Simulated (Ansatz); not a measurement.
Structures of equal composition on the (111) surface of fcc Ir: a pseudomorphic layer of Pt in the host's stacking; a pseudomorphic layer of Pt in the other hollow. The slabs share one bottom face, and each structure is named by its start. These are constructed structures in small cells; real faces may alloy, dewet or reconstruct in larger ones, and not all known structures of the face are among them. Slabs of about 11 Å, Fermi-Dirac smearing of 0.1 eV. Bottom of the slabs: a bare face, its two planes held. Relaxed from the named starts with such symmetry as they have, on meshes of like density; energies extrapolated to zero smearing; spin only where a row says so; no spin-orbit coupling, no U. Brackets mark spin-polarised runs, whose order is one that fits the cell.

All values below come from PBE (plane waves to 420 eV, PAW; Ansatz, a program for electronic structure).

Question: Put the candidates in order of energy per 1x1 cell, lowest first, for PBE.

Answer: a pseudomorphic layer of Pt in the host's stacking (0.000 eV), a pseudomorphic layer of Pt in the other hollow (0.078 eV)
